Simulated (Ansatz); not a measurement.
Functionals compared on Cl on the 1x1 (0001) surface of corundum (cut with top plane Al), one in a 1x1 cell, started at the site 'top Al', in Ansatz (plane waves, PAW). The structure was relaxed with PBE; the other rows are single points on it, each with its references at the same level. Cutoff 420 eV (500 eV for r2SCAN). The points keep PBE's geometry, so the relaxation of a polaron and the settling of charge on one site are left out.

Host crystal: corundum, with a band gap (PBE, scalar-relativistic without spin-orbit coupling).

Set-up: 21 atoms, 6.7 Å thick at the start under the adsorbate (thin: gaps and levels are the slab's own); mesh 6x6x1; 0.01 eV smearing; dipole correction on; 9 atoms held, the rest relaxed; held to the start's symmetry, so lower structures may exist; spin-polarised, ending with about 1.0 μB a cell, a value that depends on the mesh; orders that need a larger cell were not tried, no spin-orbit, no U, no dispersion correction. The slab shows no gap over 0.04 eV on its mesh. At the end it is bonded to Al. In PBE it is, or lies within 0.03 eV of, the lowest of the starts that converged. These notes are the PBE run's. r2SCAN: The program's check for a lower electronic state was not made. Adsorption energies are against ½ Cl2(g). A negative adsorption energy means that the adsorbate is more stable on the surface than in its reference.

```json
[
 {"functional": "PBE", "adsorption energy (eV)": "-0.30", "work function of the top face (eV)": "8.29", "rough cost of the single point": "–"},
 {"functional": "RPBE", "adsorption energy (eV)": "[?]", "work function of the top face (eV)": "[?]", "rough cost of the single point": "around 2.0 core-minutes (rough)"},
 {"functional": "r2SCAN", "adsorption energy (eV)": "-0.27", "work function of the top face (eV)": "8.62", "rough cost of the single point": "very roughly 4 core-minutes"}
]
```

Q: What belongs in the gaps?

A: 
- RPBE, adsorption energy (eV): -0.32
- RPBE, work function of the top face (eV): 8.25

Ansatz is a quantum-chemistry and plane-wave program.
